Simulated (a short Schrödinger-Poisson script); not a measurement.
System: MOS inversion layer, Si3N4 on p-type Si(111), at 300 K.

From the gate side: 3.6 nm Si3N4; 770 nm Si, acceptors 9.3e17 cm⁻³.

Constants are typed, rounded textbook-type inputs, not results; the design itself was drawn at random and stands for no fabricated device. Si3N4: permittivity 7.5, conduction-band edge (eV) 1.95, gap (eV) 5.1, electron mass (mₑ) 0.5. Si: permittivity 11.7, conduction-band edge (eV) 0, gap (eV) 1.124, Nv at 300 K (cm⁻³) 3.1e19.

Channel valleys (confinement mass, in-plane density-of-states mass, number): Δ6 0.258, 0.358, 6. At the gate the conduction-band edge of layer 1 lies 2.01 eV − eVg above the Fermi level of the channel; the field vanishes at the back. Gaps are held at their typed values at every temperature. Mesh 0.03 nm at interfaces.

Solved with a short Schrödinger-Poisson script written for these runs: 1D Poisson equation in equilibrium, electrons quantum, Hartree (BenDaniel-Duke, 12 states a valley, the channel's in-plane mass for all, wave functions free to enter the dielectric), parabolic valleys, classical holes, full ionisation, no traps, pinning or gate leakage.

| Vg (V) | electrons (cm⁻²) | C (μF/cm²) | Δ6 E0 (meV from the Fermi level) |
|---|---|---|---|
| 0.25 | 1.78e9 | 0.259 | 245.3 |
| 0.3 | 8.47e9 | 0.282 | 204.9 |
| 0.35 | 3.77e10 | 0.385 | 166.2 |
| 0.4 | 1.35e11 | 0.635 | 133.3 |
| 0.45 | 3.37e11 | 0.913 | 109.4 |
| 0.5 | 6.29e11 | 1.10 | 93.1 |
| 0.55 | 9.77e11 | 1.22 | 81.5 |
| 0.6 | 1.36e12 | 1.29 | 72.8 |
| 0.65 | 1.76e12 | 1.34 | 65.8 |
| 0.7 | 2.18e12 | 1.38 | 60.0 |
| 0.75 | 2.62e12 | 1.41 | 55.1 |
| 0.8 | 3.06e12 | 1.43 | 50.8 |
| 0.85 | 3.50e12 | 1.45 | 47.0 |
| 0.9 | 3.96e12 | 1.47 | 43.6 |
| 0.95 | 4.42e12 | 1.48 | 40.5 |

Gate voltages with under 1e9 electrons/cm² are left out.

Question: At Vg = 0.95 V the lowest Δ6 subband lies at 40.5 meV from the Fermi level. How many electrons does it hold, and what share of all?

Answer: The two-dimensional density of states is g m/(πħ²) = 8.97e11 cm⁻² meV⁻¹ (both spins), kT = 25.9 meV, so n = D kT ln(1 + exp(−E/kT)) = 4.40e12 cm⁻², 1.00 of the 4.42e12 cm⁻² in all.

Question: Compare the slope of the sheet density between 0.85 and 0.95 V with the geometric capacitance of the layers between gate and channel.

Answer: q Δn/ΔV = 1.47 μF/cm²; ε0/Σ(t/ε) = 1.84 μF/cm². The ratio is 0.80: the channel acts as a further capacitance in series.
